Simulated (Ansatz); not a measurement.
Defect migration in rock-salt LiF: interstitial F, charge state -1. The step: several atoms move together, F the farthest; the atom moves 1.63 Å along (0.17, -0.17, 0.32) of the unit cell; the moving atom starts with neighbours F at 2.28; 3 Li at 1.81 Å and ends with 4 F at 2.28; 3 Li at 1.78, Li at 1.79 Å. DFT values are from Ansatz (plane-wave PAW, 420 eV unless said) in a cell of 64 host sites, spin-restricted, static, with no finite-size correction. The charge state is imposed; whether it is stable for some Fermi level was not computed. Sites that were not tried may lie lower. For the PBE band: the saddle point's order was not checked, and it lies on a symmetry element of the cell, where a band can be held.

```tsv
Level	Forward barrier (eV)	Cost of the band or of the saddle's single point
CHGNet universal potential (has no charge state), its own band	0.30	-
PBE, the Γ point alone, band relaxed	0.33	very roughly 3 core-minutes
PBE, a 2×2×2 k-point mesh shifted by half a step, same geometries	0.34	about 50 core-seconds (a rough figure)
r2SCAN at 500 eV, the Γ point alone, same geometries	0.33	about 30 core-seconds (a rough figure)
```

Ansatz is a quantum-chemistry and plane-wave program.
